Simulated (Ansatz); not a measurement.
## Effective masses and thermopower of InP under load (space group P6_3mc)

Input:

```
InP
1.0
    4.06503     0.00000     0.00000
   -2.03251     3.52042     0.00000
    0.00000     0.00000     6.89037
In P
2 2
Direct
  0.33333   0.66667   0.00313
  0.66667   0.33333   0.50313
  0.33333   0.66667   0.37187
  0.66667   0.33333   0.87187
```

Method: r2SCAN with spin-orbit coupling, rigid bands (plane waves, PAW; Ansatz, a first-principles code). Condition of this run: biaxial stress in the c plane of 3 GPa (compression positive) (the target of the relaxation). Geometry: cell and atoms relaxed with PBEsol, then loaded as said.

```json
{
 "band_gap": "1.17 eV",
 "electron conductivity mass (300 K, dilute)": "0.119 (x), 0.119 (y), 0.082 (z) mₑ",
 "hole conductivity mass (300 K, dilute)": "0.60 (x), 0.60 (y), 1.09 (z) mₑ",
 "effective density of states N_c (300 K)": "7.8e17 cm⁻³",
 "effective density of states N_v (300 K)": "1.3e19 cm⁻³",
 "density_of_states_mass_electrons": "0.099 mₑ",
 "density_of_states_mass_holes": "0.63 mₑ",
 "Seebeck coefficient, n-type 1e19 cm⁻³, 300 K": "-67 μV/K",
 "best n-type power factor at 300 K for τ = 10 fs (best axis; densities from 1e16 to 1e21 cm⁻³ tried, whether or not they can be reached)": "22 μW/(cm·K²) at 3e20 cm⁻³",
 "Seebeck coefficient, p-type 1e19 cm⁻³, 300 K": "288 μV/K",
 "best p-type power factor at 300 K for τ = 10 fs (best axis; densities from 1e16 to 1e21 cm⁻³ tried, whether or not they can be reached)": "7.8 μW/(cm·K²) at 1e20 cm⁻³"
}
```

Rigid bands; masses and Seebeck coefficients take one relaxation time τ for all states and one kind of carrier; polarons and phonon drag are left out. Geometry: cell and atoms relaxed with PBEsol.
